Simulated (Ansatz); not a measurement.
We consider SiC3 (model structure, P-4m2, No. 115, 4 atoms in the cell), described by PBE in Ansatz (PAW).

The run printed, among other lines:

```
Crystal: 4 atoms, lattice volume = 32.296 Å³
Basis set: ecut = 520 eV, 879 PW (Γ), exchange–correlation on 48×48×64 points (8 copies of the dense FFT grid, shifted against one another)
Bands: 12, of which v1, the nominal top of the filled ones, is band 8 counted from 1 (7 counted from 0)
Symmetry: 8 space group operations
Space group: P-4m2 (ITA 115), of the structure as read, at distance tolerance 3.2e-5 Å
k-points: 140 of 1152 (time reversal used)
Functional: x = pbe(κ = 0.804, μ = 0.2195149727645171), c = pbe(β = 0.06672455060314922)
SCF iter   1: F=—  HF=-1386.619605 eV  |F-HF|=—  |Δ(HF+E_count)|=         —  Δρ=4.88e-3  dr2=4.11e-3
SCF iter   2: F=—  HF=-1386.619226 eV  |F-HF|=—  |Δ(HF+E_count)|=   3.79e-4  Δρ=2.16e-3  dr2=7.01e-4
  ...
SCF iter   7: F=—  HF=-1386.619322 eV  |F-HF|=—  |Δ(HF+E_count)|=   7.65e-9  Δρ=2.30e-6  dr2=2.35e-9
SCF iter   8: F=-1386.619322 eV  HF=-1386.619322 eV  |F-HF|=1.09e-11  |Δ(HF+E_count)|=  1.50e-10  Δρ=3.58e-7  dr2=3.60e-11
SCF 1 converged in 8 iterations: F = -1386.619322 eV  dr2 = 3.60e-11
SCF converged after 8 iterations
Free energy (F): -1386.619322 eV
Internal energy: -1386.619322 eV  (E = F + TS)
E sigma→0 (E₀):  -1386.619322 eV
Fermi energy:    12.150428 eV
--- Forces (eV/Å), atoms counted from 1 ---
  atom   1  C      0.00000000     0.00000000     0.00000000
  atom   2  C     -0.00000000     0.00000000     0.00031818
  atom   3  Si     0.00000000     0.00000000     0.00000000
  atom   4  C     -0.00000000     0.00000000    -0.00031818
--- Stress (GPa, compression-positive) ---
       -0.000769       0.000000      -0.000000
        0.000000      -0.000769       0.000000
       -0.000000       0.000000       0.004855
  P = ⅓ Tr σ = 0.0011 GPa (0.011 kbar)
```

**Question.** Write an input file that could have produced this run (the log leaves some choices open).

**Answer.** Several could match; the one computed here: 
Ansatz 0.2 input:
```yaml
crystal:
  lattice:
    - [2.8024693214, 0.0, 0.0]
    - [0.0, 2.8024693214, 0.0]
    - [0.0, 0.0, 4.112191307]
  atoms:
    - { symbol: C, position: [0.0, 0.0, 0.0] }
    - { symbol: C, position: [0.0, 0.5, 0.7880962467] }
    - { symbol: Si, position: [0.5, 0.5, 0.5] }
    - { symbol: C, position: [0.5, 0.0, 0.2119037533] }
basis:
  ecutwfc: 520
  ecutrho_ratio: 4
  xc_grid: 2
kpoints:
  mp_grid: { grid: [12, 12, 8] }
  band_path:
    path:
      - [0.0, 0.0, 0.0]
      - [0.0, 0.045455, 0.0]
      - [0.0, 0.090909, 0.0]
      - [0.0, 0.136364, 0.0]
      - [0.0, 0.181818, 0.0]
      - [0.0, 0.227273, 0.0]
      - [0.0, 0.272727, 0.0]
      - [0.0, 0.318182, 0.0]
      - [0.0, 0.363636, 0.0]
      - [0.0, 0.409091, 0.0]
      - [0.0, 0.454545, 0.0]
      - [0.0, 0.5, 0.0]
      - [0.045455, 0.5, 0.0]
      - [0.090909, 0.5, 0.0]
      - [0.136364, 0.5, 0.0]
      - [0.181818, 0.5, 0.0]
      - [0.227273, 0.5, 0.0]
      - [0.272727, 0.5, 0.0]
      - [0.318182, 0.5, 0.0]
      - [0.363636, 0.5, 0.0]
      - [0.409091, 0.5, 0.0]
      - [0.454545, 0.5, 0.0]
      - [0.5, 0.5, 0.0]
      - [0.46875, 0.46875, 0.0]
      - [0.4375, 0.4375, 0.0]
      - [0.40625, 0.40625, 0.0]
      - [0.375, 0.375, 0.0]
      - [0.34375, 0.34375, 0.0]
      - [0.3125, 0.3125, 0.0]
      - [0.28125, 0.28125, 0.0]
      - [0.25, 0.25, 0.0]
      - [0.21875, 0.21875, 0.0]
      - [0.1875, 0.1875, 0.0]
      - [0.15625, 0.15625, 0.0]
      - [0.125, 0.125, 0.0]
      - [0.09375, 0.09375, 0.0]
      - [0.0625, 0.0625, 0.0]
      - [0.03125, 0.03125, 0.0]
      - [0.0, 0.0, 0.071429]
      - [0.0, 0.0, 0.142857]
      - [0.0, 0.0, 0.214286]
      - [0.0, 0.0, 0.285714]
      - [0.0, 0.0, 0.357143]
      - [0.0, 0.0, 0.428571]
      - [0.0, 0.0, 0.5]
      - [0.0, 0.045455, 0.5]
      - [0.0, 0.090909, 0.5]
      - [0.0, 0.136364, 0.5]
      - [0.0, 0.181818, 0.5]
      - [0.0, 0.227273, 0.5]
      - [0.0, 0.272727, 0.5]
      - [0.0, 0.318182, 0.5]
      - [0.0, 0.363636, 0.5]
      - [0.0, 0.409091, 0.5]
      - [0.0, 0.454545, 0.5]
      - [0.0, 0.5, 0.5]
      - [0.045455, 0.5, 0.5]
      - [0.090909, 0.5, 0.5]
      - [0.136364, 0.5, 0.5]
      - [0.181818, 0.5, 0.5]
      - [0.227273, 0.5, 0.5]
      - [0.272727, 0.5, 0.5]
      - [0.318182, 0.5, 0.5]
      - [0.363636, 0.5, 0.5]
      - [0.409091, 0.5, 0.5]
      - [0.454545, 0.5, 0.5]
      - [0.5, 0.5, 0.5]
      - [0.46875, 0.46875, 0.5]
      - [0.4375, 0.4375, 0.5]
      - [0.40625, 0.40625, 0.5]
      - [0.375, 0.375, 0.5]
      - [0.34375, 0.34375, 0.5]
      - [0.3125, 0.3125, 0.5]
      - [0.28125, 0.28125, 0.5]
      - [0.25, 0.25, 0.5]
      - [0.21875, 0.21875, 0.5]
      - [0.1875, 0.1875, 0.5]
      - [0.15625, 0.15625, 0.5]
      - [0.125, 0.125, 0.5]
      - [0.09375, 0.09375, 0.5]
      - [0.0625, 0.0625, 0.5]
      - [0.03125, 0.03125, 0.5]
      - [0.0, 0.5, 0.071429]
      - [0.0, 0.5, 0.142857]
      - [0.0, 0.5, 0.214286]
      - [0.0, 0.5, 0.285714]
      - [0.0, 0.5, 0.357143]
      - [0.0, 0.5, 0.428571]
      - [0.5, 0.5, 0.071429]
      - [0.5, 0.5, 0.142857]
      - [0.5, 0.5, 0.214286]
      - [0.5, 0.5, 0.285714]
      - [0.5, 0.5, 0.357143]
      - [0.5, 0.5, 0.428571]
    npoints: 1
hamiltonian:
  xc: pbe
  dispersion: none
  pseudopotentials: { kind: paw }
scf:
  occupations: { method: fermi_dirac, width: 0.01 }
  convergence: { dr2_threshold: 0.0000000004 }
output:
  forces: true
  stress: true
  eigenvalues: true
  write_bands: true
```

Note: the relaxation could raise the start's symmetry but not lower it, so the cell can be a saddle point.

Cost on a shared machine: about 7 core-seconds (a rough figure).

A model structure was made by putting elements into a prototype or built by hand; it is no filed structure, need not be a known phase, and can be a saddle point held by its symmetry.

Ansatz is an electronic-structure program.
